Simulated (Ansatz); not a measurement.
## SiO2: holes 5.0×10^21 cm⁻³

Base system: SiO₂ in the rutile structure (space group P4_2/mnm, No. 136; a = 4.236 Å, c = 2.690 Å).

The change: hole doping at 5.0×10^21 cm⁻³ (0.241 per cell), with a uniform compensating background at fixed cell and a 300 K Fermi–Dirac width.

Computed with Ansatz (a program for electronic structure) PBE, spin-orbit coupling left out. k-mesh 11×11×17 (Γ-centred); smearing 0.0259 eV (Fermi–Dirac).

```csv
quantity,base,changed,shift
gap between the host's bands,5.04 eV,5.14 eV,+0.10 eV
gap character,direct at Γ,direct at Γ,–
Fermi level relative to the doped band's edge (positive inside the band; to 0.05 eV),–,+0.60 eV,–
```

Final structure:

```yaml
crystal:
  lattice:
    - [4.23617, 0.00000, 0.00000]
    - [0.00000, 4.23617, 0.00000]
    - [0.00000, 0.00000, 2.69043]
  atoms:
    - { symbol: Si, position: [0.00000, 0.00000, 0.00000] }
    - { symbol: Si, position: [0.50000, 0.50000, 0.50000] }
    - { symbol: O, position: [0.30628, 0.30628, 0.00000] }
    - { symbol: O, position: [0.80628, 0.19372, 0.50000] }
    - { symbol: O, position: [0.19372, 0.80628, 0.50000] }
    - { symbol: O, position: [0.69372, 0.69372, 0.00000] }
```
Cell charge +0.2414.

Charged cell with a jellium background: band edges are those of the host's band count, energies are not comparable with the neutral cell, and many-body gap narrowing is missing. Whether these cells are dynamically stable was not tested.
